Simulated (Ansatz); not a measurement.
Base system: YN in the rock salt structure (space group Fm-3m, No. 225; a = 4.856 Å). Axes: x, y, z lie along the cube axes.

The change: uniaxial stress, 5 GPa compression along z, with the cell and atoms free to relax against it.

Levels (all Ansatz, a first-principles code, PAW, earlier PAW set): PBEsol (420 eV, scalar-relativistic without spin-orbit coupling); r2SCAN (500 eV, spin-orbit coupling left out).

The geometry is relaxed with PBEsol.

```
Item                    Value
--------------------  -------
PBEsol band gap          zero
PBEsol gap character   absent
PBEsol pressure       1.7 GPa
```

With r2SCAN at the same geometry, the band gap goes from zero to 0.43 eV; the gap character becomes indirect, Γ → M (PBEsol: absent); the hole mass is 0.17 mₑ along z, 1.1 mₑ across (at Γ); the pressure goes up by 4.47 GPa, from 1.7 GPa to 6.1 GPa.

Single points use the geometry relaxed with PBEsol. Their cutoffs differ, which shifts pressures a little. A case with no gap was solved on a k-mesh chosen for an insulator, which is coarse for it. Load acts through the strain it causes; cell and atoms are relaxed under it. Effective masses come from finite differences of ±0.01 Å⁻¹. Stability under load was not tested beyond the relaxation. All final runs are without spin polarisation. A zero or small gap of YN can be the functional's error rather than a property of the material. k-point labels follow each cell's own Brillouin zone.
